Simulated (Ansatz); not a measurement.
We consider rutile MgH2, described by r²SCAN+rVV10 (plane waves, PAW; Ansatz, an electronic-structure program).

From the output:

```
Relaxation: its limit of steps is 80 (relax.max_steps)
Crystal: 6 atoms, lattice volume = 62.305 Å³
Basis set: ecut = 560 eV, 1899 PW (Γ), exchange–correlation on 108×108×72 points (27 copies of the dense FFT grid, shifted against one another)
Bands: 18, of which v1, the nominal top of the filled ones, is band 12 counted from 1 (11 counted from 0)
Symmetry: 16 space group operations
Space group: P42/mnm (ITA 136), of the structure as read, at distance tolerance 4.0e-5 Å
k-points: 105 of 768
Functional: x = r2scan, c = r2scan + rvv10(b = 11.95, C = 0.0093); τ floored in thin density (d = 2e-4 eV/Å³)
SCF iter   1: F=—  HF=-3917.190055 eV  |F-HF|=—  |Δ(HF+E_count)|=         —  Δρ=6.37e-3  dr2=9.14e-3  dr2_τ=7.68e-3
SCF iter   2: F=—  HF=-3917.215811 eV  |F-HF|=—  |Δ(HF+E_count)|=   2.58e-2  Δρ=2.76e-3  dr2=3.41e-3  dr2_τ=6.90e-5
  ...
SCF 1 converged in 6 iterations: F = -3917.216262 eV  dr2 = 7.43e-9
Crystal: 6 atoms, lattice volume = 62.305 Å³
Initial density: handed on by an earlier stage of this run
SCF 2 converged in 3 iterations: F = -3917.216798 eV  dr2 = 3.43e-7
Crystal: 6 atoms, lattice volume = 62.305 Å³
SCF 3 converged in 5 iterations: F = -3917.214507 eV  dr2 = 8.27e-10
Crystal: 6 atoms, lattice volume = 62.305 Å³
SCF 4 converged in 6 iterations: F = -3917.216991 eV  dr2 = 6.09e-12
Crystal: 6 atoms, lattice volume = 62.305 Å³
SCF iter   3: F=—  HF=-3917.216993 eV  |F-HF|=—  |Δ(HF+E_count)|=   7.93e-8  Δρ=5.88e-7  dr2=2.92e-11  dr2_τ=7.68e-11
SCF iter   4: F=-3917.216993 eV  HF=-3917.216993 eV  |F-HF|=7.28e-12  |Δ(HF+E_count)|=   1.21e-9  Δρ=1.13e-7  dr2=5.15e-12  dr2_τ=4.88e-13
SCF 5 converged in 4 iterations: F = -3917.216993 eV  dr2 = 5.15e-12
SCF converged after 4 iterations
Free energy (F): -3917.216993 eV
Internal energy: -3917.216993 eV  (E = F + TS)
E sigma→0 (E₀):  -3917.216993 eV
Fermi energy:    3.543377 eV
--- Forces (eV/Å), atoms counted from 1 ---
  atom   1  Mg    -0.00000000    -0.00000000    -0.00000000
  atom   2  Mg    -0.00000000    -0.00000000    -0.00000000
  atom   3  H     -0.00007883    -0.00007883    -0.00000000
  atom   4  H     -0.00007883     0.00007883     0.00000000
  atom   5  H      0.00007883    -0.00007883    -0.00000000
  atom   6  H      0.00007883     0.00007883     0.00000000
--- Stress (GPa, compression-positive) ---
       -1.921374       0.000000       0.000000
        0.000000      -1.921374       0.000000
        0.000000       0.000000      -1.924030
  P = ⅓ Tr σ = -1.9223 GPa (-19.223 kbar)
```

Problem. Write an input file that could have produced this run (the log leaves some choices open).

Solution. This is not unique; one that fits is 
Ansatz 0.2 input:
```yaml
crystal:
  lattice:
    - [4.5313838522, 0.0, 0.0]
    - [0.0, 4.5313838522, 0.0]
    - [0.0, 0.0, 3.0343208517]
  atoms:
    - { symbol: Mg, position: [0.0, 0.0, 0.0] }
    - { symbol: Mg, position: [0.5, 0.5, 0.5] }
    - { symbol: H, position: [0.3046083789, 0.3046083789, 0.0] }
    - { symbol: H, position: [0.8046083789, 0.1953916211, 0.5] }
    - { symbol: H, position: [0.1953916211, 0.8046083789, 0.5] }
    - { symbol: H, position: [0.6953916211, 0.6953916211, 0.0] }
basis:
  ecutwfc: 560
  ecutrho_ratio: 4
  xc_grid: 3
kpoints:
  mp_grid: { grid: [8, 8, 12] }
hamiltonian:
  xc: r2scan
  dispersion: rvv10
  pseudopotentials: { kind: paw }
scf:
  occupations: { method: fermi_dirac, width: 0.01 }
output:
  forces: true
  stress: true
  eigenvalues: true
relax:
  f_tol: 0.004
  escape_saddle: false
  max_steps: 80
  cell: { stress_tol: 0.02, fix: [volume] }
```

The cell is one volume of an energy–volume scan, off the minimum.

The PAW data were made under PBE.

Cost on a shared machine: around 70 core-seconds (rough).
